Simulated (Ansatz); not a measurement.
## Al2O3, pressure series

Base system: Al$_{2}$O$_{3}$ in the corundum structure (space group R-3c, No. 167; a = 4.7292 Å, c = 12.8916 Å (hexagonal axes)).

Cell and atoms are relaxed at each pressure.

All numbers come from LDA in Ansatz (plane waves to 420 eV, PAW, scalar-relativistic without spin-orbit coupling).

```tsv
P (GPa)	V (Å³/atom)
-2.00	8.389
-1.00	8.356
0.90	8.294
2.10	8.256
4.49	8.184
8.99	8.055
14.99	7.897
22.49	7.719
29.99	7.559
```

Question: Fit a third-order Birch–Murnaghan equation of state.

Answer: Least squares on P(V) = (3B₀/2)[(V₀/V)^(7/3) − (V₀/V)^(5/3)]·[1 + (3/4)(B₀′ − 4)((V₀/V)^(2/3) − 1)] gives V₀ = 8.32 Å³/atom, B₀ = 257 GPa and B₀′ = 4.0.

Between the base and pressure 30 GPa the gap moves from 6.43 eV to 7.64 eV, a mean slope of 40 meV/GPa.

Load acts through the strain it causes; cell and atoms are relaxed under it. Stability against distortions was not tested. Competing high-pressure phases were not computed.

Ansatz is a quantum-chemistry and plane-wave program.
